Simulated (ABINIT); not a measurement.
ABINIT run on Mg₂Sn (Fm-3m, 3 atoms in the cell): self-consistent single point.

Method of the run: PBE, norm-conserving pseudopotentials (PseudoDojo nc-sr-05 PBE standard) (plane waves; ABINIT).

```
Mg2Sn
1.0
    0.00000     3.31289     3.31289
    3.31289     0.00000     3.31289
    3.31289     3.31289     0.00000
Mg Sn
2 1
Cartesian
  1.65644   1.65644   1.65644
  4.96934   4.96934   4.96934
  0.00000   0.00000   0.00000
```

Reference input (self-consistent single point, DFT, PBE, plane waves, norm-conserving pseudopotentials (PseudoDojo nc-sr-05 PBE standard)): pseudos = [Mg.upf, Sn.upf]; ecut = 84 Ry; occopt = 6; tsmear = 0.00367493 Ha; ngkpt = 7 7 7; nshiftk = 1; shiftk = 0 0 0; potentials = PseudoDojo nc-sr-05 PBE standard; nband = 23; kptopt = 1; nstep = 80; tolvrs = 1e-11. This run's input differs from it in these lines:

```diff
@@ -22,3 +22,3 @@
 kptopt 1
-ngkpt 7 7 7
+ngkpt 14 14 14
 nshiftk 1
```

Log, with long lists cut:

```
--- !BeginCycle
solver: {iscf: 7, nstep: 80, nline: 4, wfoptalg: 0, }
tolerances: {tolvrs: 1.00E-11, }
...

     iter   Etot(hartree)      deltaE(h)  residm     vres2
 ETOT  1  -197.13260828432    -1.971E+02 6.841E-01 7.677E+01
 ETOT  2  -197.64608379331    -5.135E-01 4.896E-02 1.352E+01
 ETOT  3  -197.64763734947    -1.554E-03 5.934E-03 8.245E-01
 ETOT  4  -197.64781919494    -1.818E-04 1.772E-03 8.715E-03
 ETOT  5  -197.64781957573    -3.808E-07 1.377E-03 8.189E-04
   [... 2 lines left out ...]
 ETOT  8  -197.64781964360    -5.634E-10 4.540E-04 7.544E-07
 ETOT  9  -197.64781964366    -5.645E-11 1.098E-04 1.851E-08
 ETOT 10  -197.64781964366    -4.718E-12 1.632E-04 3.820E-11
 ETOT 11  -197.64781964367    -2.728E-12 8.723E-05 7.951E-13
 At SCF step   11       vres2   =  7.95E-13 < tolvrs=  1.00E-11 =>converged.

 Cartesian components of stress tensor (hartree/bohr^3)
  sigma(1 1)= -1.41482155E-04  sigma(3 2)=  0.00000000E+00
  sigma(2 2)= -1.41482155E-04  sigma(3 1)=  0.00000000E+00
  sigma(3 3)= -1.41482155E-04  sigma(2 1)=  0.00000000E+00

 ----iterations are completed or convergence reached----

 reduced coordinates (array xred) for    3 atoms
       0.250000000000      0.250000000000      0.250000000000
       0.750000000000      0.750000000000      0.750000000000
       0.000000000000      0.000000000000      0.000000000000
 cartesian forces (eV/Angstrom) at end:
    1      0.00000000000000    -0.00000000000000     0.00000000000000
    2     -0.00000000000000    -0.00000000000000     0.00000000000000
   [... lines left out ...]
 Fermi (or HOMO) energy (hartree) =   0.13418   Average Vxc (hartree)=  -0.33901
   [... lines left out ...]
total_energy        : -1.97647819643667E+02
total_energy_eV     : -5.37827068941588E+03
band_energy         : -3.46647182745462E+01
...

-Cartesian components of stress tensor (GPa)         [Pressure=  4.1625E+00 GPa]
- sigma(1 1)= -4.16254800E+00  sigma(3 2)=  0.00000000E+00
- sigma(2 2)= -4.16254800E+00  sigma(3 1)=  0.00000000E+00
- sigma(3 3)= -4.16254800E+00  sigma(2 1)=  0.00000000E+00

 Calculation completed.
```

The run converged in 11 iterations. Against the reference run the free energy goes down by 4.0 meV/atom and the pressure stays at 4.16 GPa.

The starting cell comes from a database of computed structures (which also holds hypothetical and non-ambient phases and stackings), without a prior relaxation at this level. Its lattice was rescaled by a random factor within 2.5 % of one. With a pressure of about 4 GPa the cell is away from its equilibrium volume at this level.

Cost on one core of a shared machine: roughly 7 min.
